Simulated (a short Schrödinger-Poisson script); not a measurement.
System: MOS inversion layer, SiO2 on p-type Si(100), at 300 K.

From the gate side: 2.5 nm SiO2; 730 nm Si, acceptors 3.5e17 cm⁻³.

The device is made up for the run: typed textbook-type constants, with dimensions and the other settings drawn at random. SiO2: permittivity 3.9, conduction-band edge (eV) 3.15, gap (eV) 9, electron mass (mₑ) 0.5. Si: permittivity 11.7, conduction-band edge (eV) 0, gap (eV) 1.124, Nv at 300 K (cm⁻³) 3.1e19.

Channel valleys (confinement mass, in-plane density-of-states mass, number): Δ2 0.916, 0.19, 2; Δ4 0.19, 0.417, 4. At the gate the conduction-band edge of layer 1 lies 3.61 eV − eVg above the Fermi level of the channel; the field vanishes at the back. Gaps are held at their typed values at every temperature. Mesh 0.03 nm at interfaces.

Solved with a short Schrödinger-Poisson script written for these runs: 1D Poisson equation in equilibrium, electrons quantum, Hartree (BenDaniel-Duke, 12 states a valley, the channel's in-plane mass for all, wave functions free to enter the dielectric), parabolic valleys, classical holes, full ionisation, no traps, pinning or gate leakage.

```csv
Vg (V),electrons (cm⁻²),C (μF/cm²),Δ2 E0 (meV from the Fermi level),Δ4 E0 (meV from the Fermi level)
0.6,1.09e10,0.207,170.5,214.5
0.7,1.55e11,0.570,100.9,146.7
0.8,5.91e11,0.891,64.6,112.8
0.9,1.18e12,1.01,45.0,95.6
1,1.82e12,1.07,31.7,84.9
1.1,2.50e12,1.11,21.6,77.2
1.2,3.19e12,1.13,13.3,71.2
1.3,3.90e12,1.15,6.2,66.3
1.4,4.62e12,1.16,-0.1,62.1
1.5,5.35e12,1.17,-5.9,58.5
1.6,6.08e12,1.18,-11.1,55.2
1.7,6.82e12,1.19,-16.0,52.2
1.8,7.57e12,1.19,-20.6,49.5
1.9,8.31e12,1.20,-25.0,46.9
2,9.06e12,1.21,-29.2,44.5
2.1,9.82e12,1.21,-33.2,42.3
2.2,1.06e13,1.21,-37.1,40.1
```

Gate voltages with under 1e9 electrons/cm² are left out.

**Question.** At Vg = 2.2 V the lowest Δ2 subband lies at -37.1 meV from the Fermi level. How many electrons does it hold, and what share of all?

**Answer.** The two-dimensional density of states is g m/(πħ²) = 1.59e11 cm⁻² meV⁻¹ (both spins), kT = 25.9 meV, so n = D kT ln(1 + exp(−E/kT)) = 6.76e12 cm⁻², 0.64 of the 1.06e13 cm⁻² in all.

**Question.** Compare the slope of the sheet density between 2 and 2.2 V with the geometric capacitance of the layers between gate and channel.

**Answer.** q Δn/ΔV = 1.23 μF/cm²; ε0/Σ(t/ε) = 1.38 μF/cm². The ratio is 0.89: the channel acts as a further capacitance in series.
